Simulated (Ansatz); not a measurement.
# Band edges of wurtzite GaN (P6_3mc) under uniaxial stress along c

Cell and atoms are relaxed with PBEsol to each stress (compression positive); bands and masses by PBE with spin-orbit coupling, rigid bands (plane waves, PAW; Ansatz, a quantum-chemistry and plane-wave program). Strains are changes of length against the unloaded cell.

```cif
data_Ga2N2
_chemical_formula_sum 'Ga2 N2'
_space_group_name_H-M_alt 'P63mc'
_space_group_IT_number 186
_space_group_name_Hall 'P 6c -2c'
_cell_length_a 3.18259
_cell_length_b 3.18259
_cell_length_c 5.18543
_cell_angle_alpha 90.000
_cell_angle_beta 90.000
_cell_angle_gamma 120.000
loop_
_atom_site_label
_atom_site_type_symbol
_atom_site_symmetry_multiplicity
_atom_site_Wyckoff_symbol
_atom_site_fract_x
_atom_site_fract_y
_atom_site_fract_z
_atom_site_occupancy
Ga1 Ga 2 b 0.66667 0.33333 0.49919 1
N1 N 2 b 0.33333 0.66667 0.37581 1
```

```
stress (GPa)  strain c (%)  strain basal x (%)  gap (eV)  mₑ* c  mₑ* basal x  mₕ* c  mₕ* basal x
------------  ------------  ------------------  --------  -----  -----------  -----  -----------
-16.00                4.78               -0.78     1.462  0.136        0.172    2.3         1.12
-8.00                 2.33               -0.42     1.717  0.154        0.183    2.2         1.17
-4.00                 1.16               -0.22     1.828  0.162        0.186    2.1         1.24
0                        0                   0     1.930  0.170        0.189   1.80         1.46
4.00                 -1.16                0.24     1.984  0.178        0.192   0.81         1.77
8.00                 -2.34                0.50     1.991  0.185        0.194   0.38         1.87
16.00                -4.80                1.10     1.984  0.198        0.197   0.29         1.75
```

c is the direction of the load; basal y strains as basal x. Masses are conductivity masses at 300 K in electron masses.

From the two loads next to zero, find the Young modulus and the ratio of transverse to axial strain.

Between -4.00 and 4.00 GPa the strain along c changes by -2.32 % and that along basal x by 0.46 %. The modulus is 8.00/0.0232 = 340 GPa and the ratio of the strains 0.20 (PBEsol, atoms relaxed).

How fast does the gap move on either side of zero load?

Under tension, (1.828 − 1.930) eV over -4.00 GPa = 25 meV/GPa, or about -8.8 eV per unit strain; under compression, (1.984 − 1.930) eV over 4.00 GPa = 14 meV/GPa, or about -4.7 eV per unit strain. The two slopes part by 11 meV/GPa; gaps are resolved to about 0.01 eV, which allows 5 meV/GPa, so they differ.

Take the carrier density and the relaxation time as fixed, so that ρ ∝ m*. What gauge factor (Δρ/ρ)/ε follows for current along c at the loads next to zero?

holes at -4.00 GPa: (2.1/1.80 − 1)/0.0116 ≈ 14; holes at 4.00 GPa: (0.81/1.80 − 1)/-0.0116 ≈ 47. These are means over a finite load; the small-strain gauge factor differs, most where the load has already emptied the upper valleys or bands. Carriers and loads whose mass moves by under 12 % aren't resolved and aren't listed. The change of shape, which adds a term of order 1 to 2, and that of the scattering between valleys or bands are left out.

Masses are those of dilute carriers in rigid bands with one relaxation time, without polarons. Third decimals of gaps are kept for the arithmetic. Every relaxation keeps the wurtzite phase (space group P6_3mc under this load), so a transition, a distortion that breaks the symmetry or fracture can't show.
